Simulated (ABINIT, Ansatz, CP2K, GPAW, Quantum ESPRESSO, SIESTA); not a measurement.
# One structure in several programs: AlRu (Pm-3m, 2 atoms in the cell)

Self-consistent single point, at a second geometry (lattice scaled by 0.98). First geometry:

```yaml
crystal:
  lattice:
    - [2.98250, 0.00000, 0.00000]
    - [0.00000, 2.98250, 0.00000]
    - [0.00000, 0.00000, 2.98250]
  atoms:
    - { symbol: Al, position: [0.00000, 0.00000, 0.00000] }
    - { symbol: Ru, position: [0.50000, 0.50000, 0.50000] }
```

Shared settings, as Ansatz (a program for electronic structure) writes them: kpoints.mp_grid.grid = 11 11 11; scf.occupations.method = gaussian; scf.occupations.width = 0.05 eV. Potentials and cutoffs stand in the table.

```tsv
code	model	ΔF from the first geometry (meV/atom)	pressure (GPa)	cutoff
Quantum ESPRESSO	PBE, SSSP 1.1.2 efficiency (PBE) pseudopotentials	56.7	19.65	60 Ry
ABINIT	PBE, PAW (JTH v2.0 PBE PAW)	58.9	20.16	571 eV
SIESTA	GGA PBE, numerical atomic orbitals DZP, PseudoDojo PBE standard norm-conserving potentials (rewritten from UPF to PSML)	49.1	18.55	grid 300 Ry
GPAW	PBE, GPAW PAW datasets PBE (gpaw-data 1.0.1)	62.4	20.86	600 eV
CP2K	PBE, GPW, DZVP-MOLOPT-SR-GTH basis, GTH-PBE potentials (GTH_POTENTIALS)	56.4	19.64	grid 500 Ry
Ansatz	PBE, default PAW files	58.0	19.95	420 eV
```

On Ansatz's run: spin polarisation is off.

The spread over the programs that give each value: ΔF from the first geometry within 13.3 meV/atom; pressure within 2.31 GPa.

SIESTA and CP2K use small atom-centred bases, whose incompleteness enters pressures, forces and empty levels differently from a plane-wave cutoff. Ansatz's pressure is given at a fixed set of plane waves, as the other plane-wave codes print theirs; with its correction for the finite basis it is 20.02 GPa. In the pressure, SIESTA (by 1.50) lies more than 1 GPa from the median of the plane-wave programs.

The starting cell comes from a database of computed structures (which also holds hypothetical and non-ambient phases and stackings), without a prior relaxation at this level. For this run, on top of that: lattice scaled by 0.98.

Left out of this page: Elk and FLEUR (not drawn, or without a comparable value).

Keys are those of Ansatz 0.2.
